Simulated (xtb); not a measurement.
xtb 6.7.1, GFN2-xTB: C[SiH2]O[Si](C)(O)O, 17 atoms. The geometry is a generated start, not checked to be a minimum at this level.

```
Property                                                                                                       Result
------------------------  -------------------------------------------------------------------------------------------
method                                                                                                       GFN2-xTB
--acc                                                                                                     1 (default)
--etemp (K)                                                                                             300 (default)
detailed input (--input)  none: ANC optimiser, Lindh (1995) Hessian, microcycle=20, maxdispl=1.0, hlow=0.01 (default)
basis functions                                                                                                    50
valence electrons                                                                                                  44
```

```xyz
17

Si     1.4418     0.2468     1.2080
C      1.7287    -1.6089     1.4423
O      0.6653     0.5338    -0.1926
Si    -0.6710     0.2781    -1.0826
C     -2.1193     1.2136    -0.2987
O     -0.3554     0.7598    -2.6085
O     -0.9530    -1.3206    -1.1432
H      2.6846     1.0006     1.0227
H      0.6249     0.7938     2.2989
H      2.3611    -2.0102     0.6548
H      2.2065    -1.8253     2.3929
H      0.7869    -2.1502     1.4080
H     -3.0291     1.1021    -0.8802
H     -2.3211     0.8446     0.7010
H     -1.9090     2.2759    -0.2169
H      0.1344     1.5645    -2.7498
H     -1.2764    -1.6983    -1.9562
```

The structure is relaxed from this start with --opt LEVEL for the levels crude, sloppy, loose, lax, normal, tight, vtight, extreme, once each. Up to the end of the extreme run atoms move by at most 0.60 Å along an axis.

### Question
What is the loosest level that ends within 5 meV of the extreme run, and how many cycles does it take?

### Answer
normal: 38 cycles against 128, ending 0.37 meV above.

```
level    cycles  energy above the extreme run (meV)  gradient norm (eV/Å)
-------  ------  ----------------------------------  --------------------
crude         1                                  21                  0.16
sloppy        1                                  21                  0.16
loose         1                                  21                  0.16
lax           8                                  14                  0.11
normal       38                                0.37                 0.031
tight        40                                0.31                 0.016
vtight       53                                0.15                0.0029
extreme     128                                   —                0.0011
```
